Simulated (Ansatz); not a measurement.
Ansatz (a first-principles code) run on HfN (P2_13, 8 atoms in the cell): self-consistent single point.

Method of the run: PBE (plane waves, PAW; Ansatz).

```xyz
8
Lattice="4.6946 0.0000 0.0000 0.0000 4.6946 0.0000 0.0000 0.0000 4.6946" Properties=species:S:1:pos:R:3 pbc="T T T"
Hf     0.6409     0.6409     0.6409
Hf     2.9882     1.7064     4.0537
Hf     4.0537     2.9882     1.7064
Hf     1.7064     4.0537     2.9882
N      3.9547     3.9547     3.9547
N      1.6074     3.0872     0.7399
N      0.7399     1.6074     3.0872
N      3.0872     0.7399     1.6074
```

Reference input (self-consistent single point, DFT, PBE, plane waves, default PAW files): kpoints.mp_grid.grid = 5 5 5; kpoints.mp_grid.shift = 0.5 0.5 0.5; hamiltonian.xc = pbe; hamiltonian.pseudopotentials = {kind: paw} (the program's default PAW files); scf.occupations.method = methfessel_paxton; scf.occupations.width = 0.02 Ry. This run's input differs from it in these lines:

```diff
@@ -26,3 +26,3 @@
     method: methfessel_paxton
-    width: 0.02 Ry
+    width: 0.0588 Ry
 output:
```

Output (repeated stretches shortened):

```
SCF iter   1: F=—  HF=-64423.897536 eV  |F-HF|=—  |Δ(HF+E_count)|=         —  Δρ=1.28e-2  dr2=2.21e-1  ethr=1.77e-3  ⟨swp⟩=5.0  Hψ=2515  notcnv=0
all-band conjugate gradients solve this SCF's bands
preconditioner: auto → Kerker (q_TF=auto, 2.812 Å⁻¹)
SCF iter   2: F=—  HF=-64423.873192 eV  |F-HF|=—  |Δ(HF+E_count)|=   2.43e-2  S|Δr|=    0.00e0  Δρ=6.99e-3  dr2=7.03e-2  ethr=1.78e-4  ⟨swp⟩=1.0  Hψ=1001  notcnv=0
   [... lines left out ...]
SCF iter   6: F=—  HF=-64423.862427 eV  |F-HF|=—  |Δ(HF+E_count)|=   2.31e-4  S|Δr|=    0.00e0  Δρ=5.08e-5  dr2=2.47e-6  ethr=1.39e-8  ⟨swp⟩=2.1  Hψ=1369  notcnv=0
SCF iter   7: F=—  HF=-64423.862427 eV  |F-HF|=—  |Δ(HF+E_count)|=   2.41e-7  S|Δr|=    0.00e0  Δρ=1.47e-5  dr2=2.64e-7  ethr=1.99e-9  ⟨swp⟩=2.0  Hψ=1440  notcnv=0
SCF iter   8: F=-64423.862427 eV  HF=-64423.862427 eV  |F-HF|=6.48e-10  |Δ(HF+E_count)|=   2.43e-8  S|Δr|=    0.00e0  Δρ=3.19e-6  dr2=1.36e-8  ethr=8.06e-11  ⟨swp⟩=9.4  Hψ=3699  notcnv=0
SCF 1 converged in 8 iterations: F = -64423.862427 eV  dr2 = 1.36e-8
Stability not checked (fill_not_monotonic)
Free energy (F): -64423.862427 eV
Internal energy: -64423.766348 eV  (E = F + TS)
E sigma→0 (E₀):  -64423.838407 eV
Entropy (-TS):   -0.096079 eV (-12.010 meV/atom)
Fermi energy:    19.874968 eV
--- Forces (eV/Å), atoms counted from 1 ---
  atom   1  Hf     0.72945033     0.72945033     0.72945033
  atom   2  Hf     0.72945033    -0.72945033    -0.72945033
  atom   3  Hf    -0.72945033     0.72945033    -0.72945033
  atom   4  Hf    -0.72945033    -0.72945033     0.72945033
   [... lines left out ...]
  atom   8  N      0.36190947     0.36190947    -0.36190947
--- Stress (GPa, compression-positive) ---
      -11.101998      -0.000000       0.000000
       -0.000000     -11.101998       0.000000
        0.000000      -0.000000     -11.101998
  P = ⅓ Tr σ = -11.1020 GPa (-111.020 kbar)
  The stress holds the Pulay correction. Without it, at fixed plane waves, as pw.x and ABINIT print it: P = -11.4784 GPa
```

The run converged in 8 iterations. Against the reference run the free energy drops by 3.9 meV/atom, the pressure goes from -10.92 to -11.10 GPa and the largest force goes from 1.306 to 1.263 eV/Å.

The starting cell was generated: these elements placed on a structure prototype, without a prior relaxation; it need not be a known phase or ordering of this composition. With a pressure of about -11 GPa the cell is away from its equilibrium volume at this level. Forces in this geometry exceed 1 eV/Å. Ansatz's pressure includes its estimate of the finite-basis (Pulay) stress.

Keys are those of Ansatz 0.2.
